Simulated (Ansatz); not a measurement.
The starting structures come from a database of crystals and need not be the phases stable at ambient conditions.

 Where the default PAW files enter, the runs use the earlier of Ansatz's two default sets.

The decay constant κ of evanescent states in the gap governs leakage through a thin film.

```xyz
12
Lattice="5.2885 0.0000 0.0165 0.0000 7.1174 0.0000 2.1192 0.0000 4.8454" Properties=species:S:1:pos:R:3 pbc="T T T"
Cr     2.7108     1.7793     1.7792
Cr     4.6969     5.3380     3.0827
Hg     0.0000     3.5587     0.0000
Hg     0.0000     0.0000     0.0000
O      3.1209     5.3380     3.7113
O      4.2868     1.7793     1.1505
O      2.7611     1.7793     3.4752
O      4.6466     5.3380     1.3867
O      5.4651     6.6750     3.5869
O      1.9426     0.4424     1.2750
O      1.9426     3.1163     1.2750
O      5.4651     4.0011     3.5869
```

Space group of this cell: Cmcm. The cell was relaxed by PBE-D3(BJ); by r2SCAN its mean pressure is -2.9 GPa.

Transport runs along the normal of the first two printed cell vectors.

No gap correction and no spin-orbit coupling; mid-gap values are interpolated between computed energies.

**Question.** State the band gap and the smallest decay constant κ at mid-gap according to r2SCAN run with Ansatz (a first-principles code).

**Answer.** Gap 1.67 eV on a 6×4×6 mesh; κ = 0.429 1/Å, at (0.500, 0.000) of the in-plane reciprocal vectors. At the zone centre, at the nearest computed energy, the slowest state has κ = 0.47 1/Å.
